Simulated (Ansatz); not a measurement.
# AlN: pressure series

The reference is AlN in the wurtzite structure (space group P6_3mc, No. 186; a = 3.1067 Å, c = 4.9785 Å).

Cell and atoms are relaxed at each pressure.

Method: plane-wave PAW DFT at the r2SCAN level (Ansatz, a quantum-chemistry and plane-wave program, 500 eV), without spin-orbit coupling.

| change | density | shortest interatomic distance | band gap |
|---|---|---|---|
| base | 3.27 g/cm³ | 1.888 Å | 4.88 eV |
| pressure −2 GPa | 3.24 g/cm³ | 1.894 Å | 4.79 eV |
| pressure −1 GPa | 3.26 g/cm³ | 1.891 Å | 4.84 eV |
| pressure 0.9 GPa | 3.29 g/cm³ | 1.885 Å | 4.92 eV |
| pressure 2.1 GPa | [?] | 1.882 Å | 4.97 eV |
| pressure 4.5 GPa | 3.34 g/cm³ | 1.875 Å | 5.06 eV |
| pressure 9 GPa | 3.40 g/cm³ | 1.863 Å | 5.23 eV |
| pressure 15 GPa | [?] | 1.849 Å | 5.44 eV |
| pressure 22.5 GPa | 3.58 g/cm³ | 1.832 Å | 5.68 eV |
| pressure 30 GPa | 3.67 g/cm³ | 1.817 Å | 5.75 eV |

Problem. Some entries are withheld; estimate them.

Solution. 
- pressure 2.1 GPa, density: 3.30 g/cm³
- pressure 15 GPa, density: 3.49 g/cm³

Load acts through the strain it causes; cell and atoms are relaxed under it. No phonon test of stability was made. Measured, AlN leaves this structure (for rock salt) near 14 GPa (temperature not stated; as listed in Datta, Sujoy, Jana, Debnarayan, arXiv (2020)), on rising pressure, with hysteresis.
